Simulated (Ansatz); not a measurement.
Base system: Si in the diamond structure (space group Fd-3m, No. 227; a = 5.434 Å). Axes: x, y, z lie along the cube axes.

Computed with PBEsol/PAW in Ansatz (an electronic-structure program), without spin-orbit coupling.

Strains are applied to the cell and any free atomic positions relax; under biaxial strain the out-of-plane vector relaxes too.

One change was made to it. Results:

The band gap becomes zero (base: 0.47 eV); the pressure (mean of the normal stresses, compression positive) goes from zero to 5.8 GPa; the volume per atom falls by 1.09 Å³, from 20.05 Å³ to 18.96 Å³; the energy grows by 38 meV/atom.

**Question.** Name the change that was made.
A. biaxial strain −4.32 %, plane normal [001], relaxed out of plane
B. isotropic strain +0.94 %
C. biaxial strain +1.30 %, plane normal [111], relaxed out of plane
D. biaxial strain −3.68 %, plane normal [111], relaxed out of plane
E. biaxial strain +3.35 %, plane normal [110], relaxed out of plane

**Answer.** D, biaxial strain −3.68 %, plane normal [111], relaxed out of plane. For comparison, the energy relative to the base in the other runs: biaxial strain +3.35 %, plane normal [110], relaxed out of plane gives +28 meV/atom; isotropic strain +0.94 % gives +4.5 meV/atom; biaxial strain +1.30 %, plane normal [111], relaxed out of plane gives +4.5 meV/atom; biaxial strain −4.32 %, plane normal [001], relaxed out of plane gives +43 meV/atom.

A biaxial case was relaxed in a doubled cell and then solved in the primitive one. The mesh was chosen for an insulator and is coarse for the gapless case. Whether these cells are dynamically stable was not tested. The zero or small gap of Si under biaxial strain −3.68 %, plane normal [111], relaxed out of plane, Si under biaxial strain +3.35 %, plane normal [110], relaxed out of plane and Si under biaxial strain −4.32 %, plane normal [001], relaxed out of plane can change with the level of theory.
